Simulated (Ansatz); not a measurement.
BAs under load (space group Imm2), r2SCAN with spin-orbit coupling, rigid bands in Ansatz (a quantum-chemistry and plane-wave program). Condition of this run: uniaxial stress along [110] of 9.6 GPa (compression positive) (the target of the relaxation). Band gap 0.99 eV, N_c = 2.18e19 cm⁻³ and N_v = 4.96e18 cm⁻³ at 300 K, conductivity masses along z (a = (-0.04, 2.35, 2.40) Å; b = (2.35, -0.04, 2.40) Å; c = (2.32, 2.32, 0.00) Å) of 0.220 mₑ (electrons) and 0.245 mₑ (holes). Take k_BT = 0.02585 eV.

**Question.** Find the intrinsic carrier density and the intrinsic Fermi level.

**Answer.** n_i = √(N_c N_v) exp(−E_g/2k_BT) = 1.04e19 × exp(−19.15) = 5.0e10 cm⁻³. The level lies (k_BT/2) ln(N_v/N_c) = -19 meV from mid-gap (positive towards the conduction band). Each 0.1 eV added to the gap lowers n_i by a factor of 6.9.

**Question.** What built-in voltage has an abrupt junction with N_A = 1e16 and N_D = 1e18 cm⁻³, all dopants ionised?

**Answer.** V_bi = E_g/e − (k_BT/e) ln(N_c N_v/(N_A N_D)) = 0.99 − 0.02585 × 9.29 = 0.75 V, for the computed gap.

**Question.** What thermal injection velocity √(2k_BT/πm) limits a ballistic channel along the direction named?

**Answer.** 1.15e7 cm/s for electrons and 1.09e7 cm/s for holes, a ratio of √(m_h/m_e) = 1.06, for dilute carriers.

Rigid bands with the computed gap; masses take one relaxation time for all states. Geometry: cell and atoms relaxed with PBEsol.
